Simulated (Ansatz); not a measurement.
```
PbI2
1.0
    4.76341     0.00000     0.00000
   -2.38171     4.12523     0.00000
    0.00000     0.00000    19.74220
Pb I
1 2
Cartesian
  0.00000   0.00000   9.87110
  0.00000   2.75016  11.67981
  2.38171   1.37508   8.06240
```

The numbers are results of PBE with spin-orbit coupling, rigid bands (plane waves, PAW; Ansatz, a first-principles code), not measurements. Condition of this run: biaxial strain +2 % with spin-orbit coupling. Geometry: cell and atoms relaxed with PBE, then loaded as said.

### Question
What conductivity effective mass do dilute holes have at 300 K?

### Answer
2.4 mₑ.

### Question
What conductivity effective mass do dilute electrons have at 300 K?

### Answer
0.35 mₑ.

### Question
And the band gap?

### Answer
1.72 eV at this level; semilocal functionals usually fall short of the measured gap.

Rigid bands, one relaxation time for all states, no polarons.
